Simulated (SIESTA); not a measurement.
Band structure of Te₂Au (C2/m, 3 atoms in the cell).

```
CELL_PARAMETERS angstrom
      3.62209    -2.10455     0.00000
      3.62209     2.10455     0.00000
     -0.01077     0.00000     5.19449
ATOMIC_POSITIONS crystal
  Te 0.31867 0.31867 0.28912
  Te 0.68133 0.68133 0.71088
  Au 0.00000 0.00000 0.00000
```

Method: SIESTA 5.4.2 with GGA PBEsol, numerical atomic orbitals DZP, PseudoDojo PBEsol standard norm-conserving potentials (rewritten from UPF to PSML).

Settings: XC.functional = GGA; XC.authors = PBEsol; potentials = PseudoDojo PBEsol standard; PAO.BasisSize = DZP; PAO.EnergyShift = 0.01 Ry; MeshCutoff = 300 Ry; kgrid.MonkhorstPack = 7 7 5; OccupationFunction = MP; OccupationMPOrder = 0; ElectronicTemperature = 1160.45 K; MaxSCFIterations = 150; SCF.Mixer.Method = Pulay; SCF.Mixer.Weight = 0.1; SCF.Mixer.History = 6.

The starting cell comes from a database of computed structures (which also holds hypothetical and non-ambient phases and stackings), without a prior relaxation at this level. Spin-orbit coupling is off. Values carry the incompleteness of an atom-centred basis.

Levels in eV from the Fermi level, bands 22 to 27:
| point | 22 | 23 | 24 | 25 | 26 | 27 |
|---|---|---|---|---|---|---|
| Γ | -3.64 | -0.78 | -0.69 | 0.01 | 0.01 | 1.06 |
| Y | -3.73 | -3.66 | -3.40 | -2.53 | -0.54 | 1.69 |
| F | -2.19 | -2.14 | -1.64 | -1.32 | 1.17 | 1.26 |
| L | -4.38 | -4.10 | -1.61 | -1.15 | -0.97 | 0.05 |
| I | -4.37 | -4.16 | -3.61 | -3.54 | 2.06 | 2.14 |
| I1 | -4.37 | -4.16 | -3.61 | -3.54 | 2.06 | 2.14 |
| Z | -2.15 | -2.15 | -1.64 | -1.36 | 1.20 | 1.27 |
| F1 | -2.19 | -2.14 | -1.64 | -1.32 | 1.17 | 1.26 |
| X1 | -3.73 | -3.66 | -3.40 | -2.53 | -0.54 | 1.69 |
| X | -3.73 | -3.66 | -3.40 | -2.53 | -0.54 | 1.69 |
| N | -4.31 | -4.03 | -1.73 | -0.88 | -0.35 | 0.57 |
| M | -3.60 | -3.49 | -3.25 | -2.57 | -1.19 | 1.74 |

Bands cross the Fermi level along this path, so the cell is metallic at this level.

Higher empty bands are left out: an atom-centred basis made for the valence describes them poorly.
